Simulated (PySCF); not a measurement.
PySCF 2.14.0, HF/def2-svpd, df: Ta(NH)(F)3 ([NH]=[Ta]([F])([F])[F]), 6 atoms. The geometry is a generated start, not checked to be a minimum at this level.

```
Item                                                 Value
-------------------------  -------------------------------
task                                                energy
method                                                  hf
basis                                            def2-svpd
two-electron scheme                        density fitting
mol.max_memory                                     3000 MB
mf.max_cycle                                           100
mf.init_guess                              minao (default)
mf.DIIS                                    CDIIS (default)
mf.diis_space                                  8 (default)
mf.conv_tol                                1e-09 (default)
effective core potentials  those of the basis set, past Kr
basis functions                                        132
```

```xyz
6

Ta    -0.0487     0.2598     0.3494
N      0.1538    -0.8075    -1.0702
H      0.2708    -1.4112    -1.8703
F      1.6127     0.7206     1.0638
F     -0.9350     1.8320    -0.1428
F     -1.0536    -0.5938     1.6700
```

Charge 0 and multiplicity 1 are set for this test and not shown to be the ground state.

One run each on 2 threads, 1 BLAS thread. Values of level_shift (Hartree) tried: 0 (default), 0.1, 0.3, 1.

Which value of level_shift (Hartree) needs the fewest Fock builds, and what happens away from it?

Fewest Fock builds, within one of each other: 0 (default) with 13, 0.1 with 14. The count rises to 24 at 1. All converge to one solution.

```csv
level_shift (Hartree),Fock builds,end
0 (default),13,same solution
0.1,14,same solution
0.3,15,same solution
1,24,same solution
```
